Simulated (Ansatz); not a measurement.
By LDA and PBEsol, the system below comes out a metal.

Data:

```xyz
2
Lattice="3.1903 0.0000 0.0000 0.0000 4.5117 0.0000 1.5951 2.2559 1.5951" Properties=species:S:1:pos:R:3 pbc="T T T"
Hf     0.0000     0.0000     0.0000
N      0.0000     2.2559     0.0000
```

Space group of this cell: Fm-3m, rock salt. The cell is taken as given; by PBEsol its mean pressure is -1.9 GPa.

The current runs along the normal of the first two printed vectors, the (110) plane. All runs by Ansatz (a quantum-chemistry and plane-wave program), plane waves and PAW, without spin-orbit coupling; the base is PBEsol.

```
run                                                      mean pressure (GPa)  G/A, both spins (10¹⁵ S/m²)
-------------------------------------------------------  -------------------  ---------------------------
base                                                                    -1.9                         1.17
all lengths scaled by 0.98                                              17.1                         1.21
all lengths scaled by 1.02                                             -16.3                          ___
lda in place of pbesol                                                  -8.3                         1.17
lengths across the current scaled by 0.98, ions clamped                 10.3                          ___
lengths along the current scaled by 1.03, ions clamped                  -9.4                          ___
```

**Question.** Some entries are withheld; supply them.

**Answer.** 
- all lengths scaled by 1.02, G/A, both spins (10¹⁵ S/m²): 1.13
- lengths across the current scaled by 0.98, ions clamped, G/A, both spins (10¹⁵ S/m²): 1.18
- lengths along the current scaled by 1.03, ions clamped, G/A, both spins (10¹⁵ S/m²): 1.11
